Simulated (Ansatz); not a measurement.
Input and output of a relaxation of the atoms for LaPt (Cm, 4 atoms in the cell) (Ansatz, a quantum-chemistry and plane-wave program).

Computed with LDA (PW92), default PAW files made with PBE (plane waves; Ansatz).

The change in words: one atom moved by 0.15 angstrom; relax: default → atoms; relax.f_tol: default → 0.02 eV/Å. Reference geometry:
```
LaPt
1.0
    2.00247    -5.61083     0.00000
    2.00247     5.61083     0.00000
    0.00000     0.00000     4.56904
La Pt
2 2
Direct
  0.86438   0.13562   0.75000
  0.13562   0.86438   0.25000
  0.59120   0.40880   0.75000
  0.40880   0.59120   0.25000
```

Reference input (self-consistent single point, DFT, LDA (PW92), plane waves, default PAW files made with PBE): basis.ecutwfc = 30.9 Ry; kpoints.mp_grid.grid = 9 9 7; hamiltonian.xc = lda; hamiltonian.pseudopotentials = {kind: paw} (the program's default PAW files); scf.occupations.method = gaussian; scf.occupations.width = 0.0073 Ry. This run's input differs from it in these lines:

```diff
@@ -6,3 +6,3 @@
   atoms:
-    - { symbol: La, position: [0.864380, 0.135620, 0.750000] }
+    - { symbol: La, position: [0.864380, 0.135620, 0.782830] }
     - { symbol: La, position: [0.135620, 0.864380, 0.250000] }
@@ -23,2 +23,4 @@
     width: 0.0073 Ry
+relax:
+  f_tol: 0.02
 output:
```

Output (repeated stretches shortened):

```
   [... SCF lines of the steps left out ...]
relax step   1: F+E_penalty+E_count = -36646.52487113 eV  Δ(F+E_penalty+E_count) = +0.000e0 eV  max|allowed force component| = 5.459e-1 eV/Å  Δτ_max = 0.0000 Å  (6 SCF iters, dr2 threshold 1.00e-5 eV, accepted)
relax step   2: F+E_penalty+E_count = -36646.53753193 eV  Δ(F+E_penalty+E_count) = -1.266e-2 eV  max|allowed force component| = 3.343e-1 eV/Å  Δτ_max = 0.1800 Å  (6 SCF iters, dr2 threshold 1.86e-5 eV, accepted)
relax step   3: F+E_penalty+E_count = -36646.56897729 eV  Δ(F+E_penalty+E_count) = -3.145e-2 eV  max|allowed force component| = 1.994e-2 eV/Å  Δτ_max = 0.0842 Å  (6 SCF iters, dr2 threshold 6.98e-6 eV, accepted)
relax step   4: F+E_penalty+E_count = -36646.56897806 eV  Δ(F+E_penalty+E_count) = -7.669e-7 eV  max|allowed force component| = 1.982e-2 eV/Å  Δτ_max = 0.0000 Å  (3 SCF iters, accepted)
the relaxation is at rest under the 2 symmetry operations that the run kept from its start: a minimum is not shown …
Stability not checked: this state was not tested for a lower state beside it, because too few of the mixer's solves of this state at the end of the SCF gave a …
Free energy (F): -36646.568978 eV
Internal energy: -36646.555550 eV  (E = F + TS)
E sigma→0 (E₀):  -36646.562264 eV
Entropy (-TS):   -0.013428 eV (-3.357 meV/atom)
Fermi energy:    14.488406 eV
--- Forces (eV/Å), atoms counted from 1 ---
  atom   1  La     0.00000000    -0.00485566     0.00032069
   [... lines left out ...]
  atoms:
    - { symbol: La, position: [0.866073938036871, 0.13392606196312895, 0.7580888517223433] }
    - { symbol: La, position: [0.13390187302958367, 0.8660981269704163, 0.25855719480970984] }
    - { symbol: Pt, position: [0.589368350492708, 0.410631649507292, 0.758620547309998] }
    - { symbol: Pt, position: [0.41065583844083725, 0.5893441615591628, 0.2575634061579486] }
```

The run converged.  The full log also holds: “iter 5 did not close the SCF: its close was put off for the readings that it lacked (scf_convergence_deferred on its scf_iter line)”.

Summary of the result:
* **Free energy E − TS (on the zero of these files)**: -36646.5690 eV
* **Fermi level (on the code's own zero)**: 14.49 eV
* **Pressure**: -6.76 GPa
* **Largest force (vector length)**: 0.022 eV/Å
* **Relaxation steps**: 4

The starting cell comes from a database of computed structures (which also holds hypothetical and non-ambient phases and stackings), without a prior relaxation at this level. Its lattice was rescaled by up to half a per cent. For this run, on top of that: one atom moved by 0.15 angstrom. Spin polarisation is off. Ansatz's pressure includes its estimate of the finite-basis (Pulay) stress.

Cost on one core of a shared machine: roughly 3 min.

Keys are those of Ansatz 0.2.
